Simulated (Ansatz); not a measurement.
Start from TiAl (space group P4/mmm, No. 123; a = 2.824 Å, c = 4.071 Å).

One thing is altered: a negative pressure, −1 GPa.

Levels (all Ansatz, a first-principles code, PAW): PBE (420 eV, no SOC); r2SCAN (500 eV, no spin-orbit coupling).

The geometry is relaxed with PBE.

| Quantity | Value |
|---|---|
| PBE pressure | -1.0 GPa |

### Question
How does going to r2SCAN change the pressure?

### Answer
The pressure decreases by 1.3 GPa to -2.3 GPa.

Single points use the geometry relaxed with PBE. Their cutoffs differ, which shifts pressures a little. Load acts through the strain it causes; cell and atoms are relaxed under it. Whether these cells are dynamically stable was not tested. All final runs are without spin polarisation.
